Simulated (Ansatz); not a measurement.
Band structure of SrMg6Ga (Amm2, 8 atoms in the cell).

```yaml
crystal:
  lattice:
    - [4.97970, 0.00000, 0.00000]
    - [0.00000, 3.08312, 6.74031]
    - [0.00000, -3.08312, 6.74031]
  atoms:
    - { symbol: Sr, position: [0.50000, 0.19962, 0.19962] }
    - { symbol: Mg, position: [0.50000, 0.69344, 0.17748] }
    - { symbol: Mg, position: [0.50000, 0.17748, 0.69344] }
    - { symbol: Mg, position: [0.00000, 0.81899, 0.32757] }
    - { symbol: Mg, position: [0.00000, 0.32757, 0.81899] }
    - { symbol: Mg, position: [0.00000, 0.36902, 0.36902] }
    - { symbol: Mg, position: [0.00000, 0.79617, 0.79617] }
    - { symbol: Ga, position: [0.50000, 0.61770, 0.61770] }
```

Level of theory: PBEsol, PAW files made with PBE (plane waves; Ansatz, a quantum-chemistry and plane-wave program).

Settings: basis.ecutwfc = 420 eV; kpoints.mp_grid.grid = 4 3 3; hamiltonian.xc = pbesol; hamiltonian.pseudopotentials = {kind: paw} (the program's default PAW files); scf.occupations.method = fermi_dirac; scf.occupations.width = 0.1 eV; kpoints.band_path.npoints = 8.

The starting cell comes from a database of computed structures (which also holds hypothetical and non-ambient phases and stackings), without a prior relaxation at this level. Its lattice was rescaled by a random factor within 2.5 % of one.

Levels in eV from the Fermi level, bands 38 to 45:
| point | 38 | 39 | 40 | 41 | 42 | 43 | 44 | 45 |
|---|---|---|---|---|---|---|---|---|
| Γ | -1.97 | -1.41 | -1.18 | -1.13 | -0.18 | 0.87 | 2.07 | 2.23 |
| X | -1.48 | -0.94 | -0.41 | 0.22 | 0.32 | 0.44 | 1.19 | 1.34 |
| S | -0.96 | -0.86 | -0.63 | -0.06 | 0.34 | 0.71 | 0.83 | 1.43 |
| R | -2.53 | -2.50 | -1.69 | -1.59 | 0.35 | 0.41 | 1.22 | 1.25 |
| A | -2.94 | -2.87 | -0.89 | -0.75 | -0.16 | 0.13 | 1.21 | 1.91 |
| Z | -1.56 | -1.45 | -1.40 | -0.78 | -0.66 | -0.47 | -0.39 | 0.64 |
| Y | -1.12 | -1.06 | -0.47 | -0.47 | 0.29 | 0.37 | 0.77 | 1.31 |
| X1 | -1.48 | -0.94 | -0.41 | 0.22 | 0.32 | 0.44 | 1.19 | 1.34 |
| A1 | -2.94 | -2.87 | -0.89 | -0.75 | -0.16 | 0.13 | 1.21 | 1.91 |
| T | -1.37 | -1.34 | -1.08 | -0.95 | 0.44 | 0.80 | 0.99 | 1.35 |

Bands cross the Fermi level along this path, so the cell is metallic at this level.

Keys are those of Ansatz 0.2.
